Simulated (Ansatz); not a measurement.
Take CdSe in the zinc blende structure (space group F-43m, No. 216) as the base.

```yaml
crystal:
  lattice:
    - [0.00000, 3.09822, 3.09822]
    - [3.09822, 0.00000, 3.09822]
    - [3.09822, 3.09822, 0.00000]
  atoms:
    - { symbol: Se, position: [0.75000, 0.75000, 0.75000] }
    - { symbol: Cd, position: [0.00000, 0.00000, 0.00000] }
```

Level of theory: PBE (Ansatz, an electronic-structure program; PAW; 420 eV plane waves; no spin-orbit coupling), earlier PAW set.

One change was made to it. Results:

| quantity | base | after |
|---|---|---|
| band gap | 0.49 eV | 0.68 eV |
| lattice parameter a | 6.196 Å | 6.012 Å |
| electron mass | 0.052 mₑ (at Γ) | 0.065 mₑ (at Γ) |

Problem. Which change produced these results?
A) pressure 10 GPa
B) pressure 0.7 GPa
C) pressure −2 GPa
D) pressure 5 GPa

Solution. D, pressure 5 GPa. For comparison, the band gap in the other runs: pressure 10 GPa gives 0.81 eV; pressure 0.7 GPa gives 0.52 eV; pressure −2 GPa gives 0.39 eV.

Load acts through the strain it causes; cell and atoms are relaxed under it. Effective masses come from finite differences of ±0.01 Å⁻¹. No phonon test of stability was made. Tetrahedral semiconductors of this kind turn to denser phases somewhere between about 1 and 50 GPa; those were not computed, so compressed cells here can lie past the real transition.
